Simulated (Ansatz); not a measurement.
The starting structures come from a database of crystals and need not be the phases stable at ambient conditions.

 Where the default PAW files enter, the runs use the earlier of Ansatz's two default sets.

By PBEsol, the system below comes out a metal.

Data:

```xyz
10
Lattice="3.2968 0.0000 0.0000 0.0000 6.6332 0.0000 0.0000 0.0000 6.6332" Properties=species:S:1:pos:R:3 pbc="T T T"
Si     0.0000     4.2070     0.8904
Si     0.0000     2.4262     5.7428
Si     0.0000     0.8904     2.4262
Si     0.0000     5.7428     4.2070
Mo     0.0000     3.3166     3.3166
Mo     0.0000     0.0000     0.0000
Mo     1.6484     1.0697     4.3863
Mo     1.6484     5.5635     2.2469
Mo     1.6484     4.3863     5.5635
Mo     1.6484     2.2469     1.0697
```

Space group of this cell: P4/mbm. The cell is taken as given; by PBEsol its mean pressure is -6.9 GPa.

The current flows along the normal of the first two printed cell vectors, the (100) plane of the conventional cell. No spin-orbit coupling; the value is a mean over 0.1 eV about the Fermi level.

Give the ballistic conductance per area that PBEsol (Ansatz, an electronic-structure program) yields.

0.67 × 10¹⁵ S/m² for both spins.
